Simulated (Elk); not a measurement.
Band structure of C (Fd-3m, 2 atoms in the cell).

```
CELL_PARAMETERS angstrom
      0.00000     1.79426     1.79426
      1.79426     0.00000     1.79426
      1.79426     1.79426     0.00000
ATOMIC_POSITIONS crystal
  C  0.50000 0.50000 0.50000
  C  0.75000 0.75000 0.75000
```

Computed with Elk with PBE, all-electron FP-LAPW, Elk's shipped species files, APW+lo basis with extra local orbitals.

Settings: xctype = 20; rgkmax = 7.5; stype = 0; swidth = 0.0001 Ha; ngridk = 13 13 13; gmaxvr = 16 1/bohr; nxlo = 2; lorbcnd = true; lmaxi = 2; maxscl = 100.

The starting cell comes from a database of computed structures (which also holds hypothetical and non-ambient phases and stackings), without a prior relaxation at this level. Its lattice was rescaled by a random factor within 2.5 % of one. Values depend on the basis (sphere radii, cutoffs, local orbitals), which need not be converged.

Levels in eV from the Fermi level, bands 1 to 8:
```tsv
point	1	2	3	4	5	6	7	8
Γ	-21.22	-0.01	-0.01	-0.01	5.54	5.54	5.54	12.96
X	-12.63	-12.63	-6.20	-6.20	4.72	4.72	16.52	16.52
W	-11.86	-11.86	-8.17	-8.17	10.53	10.53	12.10	12.10
K	-12.86	-11.61	-9.15	-5.28	5.63	10.61	14.15	15.35
L	-15.55	-13.18	-2.76	-2.76	8.38	8.38	8.63	15.52
U	-12.86	-11.61	-9.15	-5.28	5.63	10.61	14.15	15.35
```
